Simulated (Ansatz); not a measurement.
Relaxation of cell and atoms of Si₂W (I4/mmm, 3 atoms in the cell) at several settings

```
CELL_PARAMETERS angstrom
     -1.60736     1.60736     3.90103
      1.60736    -1.60736     3.90103
      1.60736     1.60736    -3.90103
ATOMIC_POSITIONS crystal
  Si 0.33499 0.33499 0.00000
  Si 0.66501 0.66501 0.00000
  W  0.00000 0.00000 0.00000
```

Base: PBE in Ansatz (a program for electronic structure). Its settings: kpoints.mp_grid.grid = 10 10 10; kpoints.mp_grid.shift = 0.5 0.5 0.5; hamiltonian.xc = pbe; hamiltonian.pseudopotentials = {kind: paw} (the program's default PAW files); scf.occupations.method = gaussian; scf.occupations.width = 0.02 Ry. Starting volume 13.44 Å³ per atom.

Each line gives the change from the base single point and the result:

- relax: default → cell and atoms; relax.cell.p_target: default → 2 GPa: pressure 2.00 GPa; largest force (vector length) 0.003 eV/Å; final cell a = 4.5368 Å, b = 4.5368 Å, c = 4.5368 Å, α = 138.45°, β = 138.45°, γ = 60.22°; final volume per atom 13.55 Å³; relaxation steps 5; free energy against the base single point -2.7 meV/atom.
- hamiltonian.xc: pbe → lda; relax: default → cell and atoms [DFT, LDA (PW92), plane waves, default PAW files made with PBE]: pressure -0.02 GPa; largest force (vector length) 0.008 eV/Å; final cell a = 4.492 Å, b = 4.492 Å, c = 4.492 Å, α = 138.47°, β = 138.47°, γ = 60.19°; final volume per atom 13.15 Å³; relaxation steps 5.

The starting cell comes from a database of computed structures (which also holds hypothetical and non-ambient phases and stackings), without a prior relaxation at this level. Spin polarisation is off. Ansatz's pressure includes its estimate of the finite-basis (Pulay) stress.

Left out of this page: 1 run of the series outside the window shown, repeating another row's setting, or not comparable.

Keys are those of Ansatz 0.2.
